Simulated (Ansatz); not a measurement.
Base system: HfS2 in the CdI2 type structure (space group P-3m1, No. 164; layered, stacked along the Cartesian z axis).

```
CELL_PARAMETERS angstrom
      3.60570     0.00000     0.00000
     -1.80285     3.12262     0.00000
      0.00000     0.00000     5.76762
ATOMIC_POSITIONS crystal
  Hf 0.00000 0.00000 0.00000
  S  0.33333 0.66667 0.25252
  S  0.66667 0.33333 0.74748
```

Cartesian axes are those of the cell as printed.

Calculations: PBE-D3(BJ), PAW, 420 eV (Ansatz, an electronic-structure program; no spin-orbit coupling).

Base values:

Band gap: 0.85 eV

Perturbation: biaxial strain +3.00 %, plane normal [001], relaxed out of plane (Cartesian); in-plane vectors clamped, the third vector and the atoms free.

### Question
Predict the new in-plane stress, ratio −ε⊥/ε∥ and band gap.

### Answer
The mean in-plane stress (compression positive) is -4.5 GPa; the ratio −ε⊥/ε∥ comes out as 0.41; the band gap goes up by 0.16 eV (0.85 eV → 1.01 eV).

Spin-orbit coupling, missing from the scalar runs, can matter with Hf. Stability against distortions was not tested.
